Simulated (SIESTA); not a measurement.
A self-consistent single point of LiAg3 (P6_3/mmc, 8 atoms in the cell) with SIESTA.

Method: GGA PBEsol, numerical atomic orbitals DZP, PseudoDojo PBEsol standard norm-conserving potentials (rewritten from UPF to PSML) run with SIESTA.

```
LiAg3
1.0
    5.74089     0.00000     0.00000
   -2.87045     4.97176     0.00000
    0.00000     0.00000     4.65837
Li Ag
2 6
Direct
  0.33333   0.66667   0.75000
  0.66667   0.33333   0.25000
  0.16807   0.33614   0.25000
  0.83193   0.66386   0.75000
  0.83193   0.16807   0.75000
  0.16807   0.83193   0.25000
  0.66386   0.83193   0.25000
  0.33614   0.16807   0.75000
```

Reference input (self-consistent single point, DFT, LDA PW92, numerical atomic orbitals DZP, PseudoDojo LDA standard norm-conserving potentials (rewritten from UPF to PSML)): XC.functional = LDA; XC.authors = PW92; potentials = PseudoDojo LDA standard; PAO.BasisSize = DZP; PAO.EnergyShift = 0.01 Ry; MeshCutoff = 400 Ry; kgrid.MonkhorstPack = 5 5 5; OccupationFunction = FD; ElectronicTemperature = 1578.21 K; PAO.Polarization.NonPerturbative = true; MaxSCFIterations = 150; SCF.Mixer.Method = Pulay. This run's input differs from it in these lines:

```diff
@@ -1,2 +1,2 @@
-# files in the folder: Li.psml Ag.psml (PseudoDojo LDA standard)
+# files in the folder: Li.psml Ag.psml (PseudoDojo PBEsol standard)
 SystemName  LiAg3
@@ -28,4 +28,4 @@
 
-XC.functional                LDA
-XC.authors                   PW92
+XC.functional                GGA
+XC.authors                   PBEsol
 PAO.BasisSize                DZP
```

Output (repeated stretches shortened):

```
        iscf     Eharris(eV)        E_KS(eV)     FreeEng(eV)     dDmax    Ef(eV) dHmax(eV)
   scf:    1   -25471.212323   -25615.738358   -25615.946748  1.296587 -1.480602 19.230209
   scf:    2   -25677.346217   -25649.107249   -25649.307186  0.593018 -2.247784 12.576730
   scf:    3   -25682.752008   -25672.339272   -25672.504590  0.654670 -3.212294  1.404487
   scf:    4   -25671.578903   -25672.290309   -25672.441183  0.105435 -3.434678  1.401144
   scf:    5   -25672.738194   -25672.549211   -25672.704534  0.037599 -3.405297  0.586882
   scf:    6   -25672.624135   -25672.602396   -25672.760931  0.024657 -3.371366  0.068893
   scf:    7   -25672.598142   -25672.600937   -25672.760665  0.010832 -3.413207  0.076708
   scf:    8   -25672.603030   -25672.602201   -25672.761496  0.002953 -3.417563  0.011243
   scf:    9   -25672.602383   -25672.602296   -25672.761512  0.000472 -3.417596  0.001156
   scf:   10   -25672.602305   -25672.602301   -25672.761513  0.000044 -3.417668  0.000313
SCF Convergence by DM+H criterion
max |DM_out - DM_in|         :     0.0000439540
max |H_out - H_in|      (eV) :     0.0003134358
SCF cycle converged after 10 iterations

Using DM_out to compute the final energy and forces

siesta: E_KS(eV) =           -25672.6023

siesta: E_KS - E_eggbox =    -25672.6023

siesta: Atomic forces (eV/Ang):
     1    0.000012   -0.000006    0.000000
     2   -0.000011    0.000006    0.000000
     3    0.000010   -0.063851   -0.000000
     4   -0.000010    0.063851    0.000000
     5    0.055265   -0.031908    0.000000
     6   -0.055265    0.031908   -0.000000
     7    0.055302    0.031917   -0.000000
     8   -0.055302   -0.031918    0.000000
   Tot   -0.000000   -0.000000    0.000000
   Max    0.063851
   Res    0.031920    sqrt( Sum f_i^2 / 3N )
   Max    0.063851    constrained

   [... lines left out ...]
siesta: FreeEng =    -25672.761513
siesta: Cell volume =        132.960641 Ang**3
siesta:         -40.16743805        -42.69480504  kBar
   [... lines left out ...]

              0.114   0.096   0.117

mulliken: Qtot =      120.000

Mulliken Atomic Populations:
Atom #   charge [q] valence [e]  Species
     1    -0.551481    3.551481  Li
     2    -0.551481    3.551481  Li
     3     0.183823   18.816177  Ag
     4     0.183823   18.816177  Ag
     5     0.183835   18.816165  Ag
     6     0.183835   18.816165  Ag
     7     0.183823   18.816177  Ag
     8     0.183823   18.816177  Ag
 Total     0.000000
```

The run converged in 10 iterations. Against the reference run the pressure goes from -7.90 to -4.02 GPa and the largest force goes from 0.105 to 0.064 eV/Å.

The starting cell comes from a database of computed structures (which also holds hypothetical and non-ambient phases and stackings), without a prior relaxation at this level. Values carry the incompleteness of an atom-centred basis. With a pressure of about -4 GPa the cell is away from its equilibrium volume at this level.

Cost on one core of a shared machine: roughly 60 s.
